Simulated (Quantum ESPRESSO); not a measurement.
Troubleshooting Quantum ESPRESSO: a failed run on InBi (P4/nmm, 4 atoms in the cell). The aim is a self-consistent single point with DFT, LDA (PW92), plane waves, PseudoDojo standard norm-conserving (LDA) pseudopotentials.

Cell that was meant: a = 4.7424 Å, b = 4.7424 Å, c = 5.3003 Å, α = 90.00°, β = 90.00°, γ = 90.00°.

Part of the input:

```fortran
/
&electrons
 conv_thr = 1.0d-10
 electron_maxstep = 5
/
ATOMIC_SPECIES
In   114.8180  In.upf
```

Output (repeated stretches shortened):

```
     Self-consistent Calculation

     iteration #  1     ecut=    70.00 Ry     beta= 0.70

---- Real-time Memory Report at c_bands before calling an iterative solver
           154 MiB given to the printing process from OS
           122 MiB allocation reported by mallinfo(arena+hblkhd)
------------------

     Threshold (ethr) on eigenvalues was too large:
     Diagonalizing with lowered threshold

---- Real-time Memory Report at c_bands before calling an iterative solver
           170 MiB given to the printing process from OS
   [... lines left out ...]
           145 MiB allocation reported by mallinfo(arena+hblkhd)
------------------

     total energy              =    -591.67708989 Ry
     estimated scf accuracy    <       0.00005486 Ry

     iteration #  5     ecut=    70.00 Ry     beta= 0.70

---- Real-time Memory Report at c_bands before calling an iterative solver
           175 MiB given to the printing process from OS
           147 MiB allocation reported by mallinfo(arena+hblkhd)
------------------

     total energy              =    -591.67710087 Ry
     estimated scf accuracy    <       0.00000033 Ry
     End of self-consistent calculation

     convergence NOT achieved after   5 iterations: stopping

   JOB DONE.
```

### Question
Diagnose the run.

### Answer
The fault is an iteration limit that is too low. The loop is cut before its threshold is met, so whatever is printed at the end is not self-consistent. To fix it, raise the limit, or leave it to the default. The run ended unconverged after 5 iterations.

The sound input it was made from differs as follows (other fixes are possible):
```diff
- electron_maxstep = 5
```

With that input, the run converged in 8 iterations: free energy E − TS -8050.1771 eV; Fermi level (on the code's own zero) 10.35 eV; pressure -3.03 GPa; largest force (vector length) 0.009 eV/Å (DFT, LDA (PW92), plane waves, PseudoDojo standard norm-conserving (LDA) pseudopotentials).

On the sound input: the starting cell comes from a database of computed structures (which also holds hypothetical and non-ambient phases and stackings), without a prior relaxation at this level. With a pressure of about -3 GPa the cell is away from its equilibrium volume at this level.
